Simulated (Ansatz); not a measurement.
The reference is BN in the zinc blende structure (space group F-43m, No. 216; a = 3.625 Å).

The values are results of PBE/PAW in Ansatz (a first-principles code), no SOC, not measurements.

Before the change:

```
Quantity                                Value
----------------------------  ---------------
Gap between the host's bands          4.46 eV
Gap character                 indirect, Γ → X
```

It is then changed as follows: electron doping at 1.5×10^21 cm⁻³ (0.0179 per cell), with a uniform compensating background at fixed cell and a 300 K Fermi–Dirac width.

Q: How does this affect the gap between the host's bands?

A: The gap between the host's bands decreases by 0.017 eV, from 4.46 eV to 4.45 eV.

Q: How does this affect the Fermi level from band edge?

A: The Fermi level relative to the doped band's edge (positive inside the band; to 0.05 eV) is +0.50 eV.

Q: Estimate the effect on the gap character.

A: The gap character remains indirect, Γ → X.

Carriers are added with a uniform compensating background; total energy and stress of such cells depend on the potential's zero and are not compared; many-body gap narrowing is missing at this level. Whether these cells are dynamically stable was not tested.
